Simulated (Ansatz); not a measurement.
SnO (model structure, started from the 6H type, P6₃mc, No. 186, 12 atoms in the cell): band gap by level of theory

No measured value is used here.

Unless a cell is named, each level is at its own relaxed cell (LDA 18.45, PBEsol 19.65, r²SCAN 21.58, r²SCAN+rVV10 20.26 Å³/atom).

Task: Put these levels in order of the band gap that they give for SnO (model structure, started from the 6H type, P6₃mc, No. 186, 12 atoms in the cell), smallest first: LDA (Ansatz, a first-principles code), PBEsol (Ansatz), r²SCAN (Ansatz), r²SCAN+rVV10 (Ansatz).

Result: LDA (1.02 eV), PBEsol (1.18 eV), r²SCAN+rVV10 (1.46 eV), r²SCAN (1.63 eV)

Computed values are for a static lattice. Levels without +SOC have no spin–orbit coupling; where heavier elements are present it shifts gaps, mostly down, and can invert bands.  Each level is taken at its own relaxed cell. Cutoffs differ between the levels. Ansatz's density-functional and Hartree–Fock values are scalar-relativistic unless marked +SOC, with PAW data made under PBE.

A model structure was made by putting elements into a prototype or built by hand; it is no filed structure, need not be a known phase, and can be a saddle point held by its symmetry.
